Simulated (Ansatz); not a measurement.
Results of LDA in Ansatz (plane waves, PAW) for SnO2 (I4₁/amd, No. 141, 6 atoms in the cell; start mp-755071; a measured phase of this formula has another space group).

Settings: plane-wave cutoff 520 eV, 12×12×12 k mesh, Fermi–Dirac smearing 0.01 eV, scalar-relativistic PAW data made under PBE.

Cell (relaxed with PBEsol):

```
SnO2
1.0
   -2.00578     2.00578     5.12391
    2.00578    -2.00578     5.12391
    2.00578     2.00578    -5.12391
Sn O
2 4
Direct
  0.75000   0.25000   0.50000
  0.00000   0.00000   0.00000
  0.79708   0.79708   0.00000
  0.54708   0.04708   0.50000
  0.95292   0.45292   0.50000
  0.20292   0.20292   0.00000
```

Problem. Give the computed band gap and smallest direct gap on the k points sampled.

Solution. 
- band gap: 1.47 eV
- smallest direct gap on the k points sampled: 1.84 eV

Note: cell and atoms aren't relaxed at this level (largest force component 0.12 eV/Å, pressure -4.5 GPa).

Spin–orbit coupling is not included.

Computed values are for the static lattice.

Cost on a shared machine: very roughly 22 core-seconds.

A start named mp-… is a Materials Project structure, which need not be a measured phase.

Ansatz is a quantum-chemistry and plane-wave program.
